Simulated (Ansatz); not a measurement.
## Point defects in TiS2

The reference is a 9-atom supercell of TiS₂ in the CdI2 type structure (space group P-3m1, No. 164; layered, stacked along the Cartesian z axis) at its relaxed geometry.

```
TiS2
1.0
    5.04088    -2.91036     0.00000
    0.00000     5.82071     0.00000
   -1.68029    -2.91036     5.52244
Ti S
3 6
Direct
  0.00000   0.00000   0.00000
  0.66667   0.33333   0.00000
  0.33333   0.66667   0.00000
  0.08619   0.50571   0.25857
  0.75286   0.83904   0.25857
  0.41952   0.17238   0.25857
  0.58048   0.82762   0.74143
  0.24714   0.16096   0.74143
  0.91381   0.49429   0.74143
```

One neutral defect a cell, atoms relaxed at fixed cell.

Level of theory: Ansatz (a first-principles code), PBE-D3(BJ), PAW, cutoff 420 eV, spin-orbit coupling left out.

| change | largest displacement of a host atom from its site in the perfect cell | pressure |
|---|---|---|
| perfect supercell | – | 0.0 GPa |
| Pb on a S site, symmetric start | 0.21 Å | 1.5 GPa |
| H interstitial (started 1.97 Å from the nearest host atom) | 0.14 Å | ? |
| P on a S site, symmetric start | 0.02 Å | -1.4 GPa |
| S on a Ti site (antisite) | ? | ? |
| S vacancy, symmetric start | 0.31 Å | 1.8 GPa |

### Question
Some entries are withheld; estimate them.

### Answer

- H interstitial (started 1.97 Å from the nearest host atom), pressure: 2.4 GPa
- S on a Ti site (antisite), largest displacement of a host atom from its site in the perfect cell: 0.18 Å
- S on a Ti site (antisite), pressure: 2.0 GPa

The cell is small, so the values are those of an ordered compound at a high defect concentration; dilute-limit values will differ. Defects with a symmetric start kept the site's symmetry and may sit on a saddle; the others started slightly shaken. The final runs are not spin-polarised.
